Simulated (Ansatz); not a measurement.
## H2O on the 1x1 (110) surface of bcc Ta, one in a 2x2 cell, started at the site 'hollow Ta-Ta-Ta'

These are PBE (plane waves to 420 eV, PAW; Ansatz, a quantum-chemistry and plane-wave program) values and carry that method's errors.

Model: 19-atom slab, 6.8 Å thick at the start under the adsorbate (thin: gaps and levels are the slab's own), 5x5x1 mesh, Fermi-Dirac 0.1 eV, dipole correction, 8 atoms held, the rest relaxed; no symmetry held; no spin, no spin-orbit, no U, no dispersion correction. At the end it is bonded to Ta. In PBE it is, or lies within 0.03 eV of, the lowest of the starts that converged.

```json
{
 "adsorption energy against H2O(g)": "-0.51 eV",
 "work_function_of_the_top_face": "3.72 eV",
 "change_of_the_work_function": "-1.05 eV",
 "change_of_the_step_from_the_bottom_to_the_top_vacuum_level_against_the_clean_slab": "-1.03 eV",
 "energy_released_by_relaxation": "0.54 eV",
 "height of the binding atom over the mean of the host atoms within 0.3 Å of the top one": "2.467 Å",
 "nearest_host_atoms_of_the_binding_atom": "Ta at 2.33 Å, Ta at 3.64 Å, Ta at 3.81 Å",
 "largest_move_of_a_host_atom": "0.18 Å",
 "note": "in the relaxation the adsorbate left its starting site by 1.6 Å",
 "cost": "roughly 22 core-minutes"
}
```

A negative adsorption energy means that the adsorbate is more stable on the surface than in its reference.
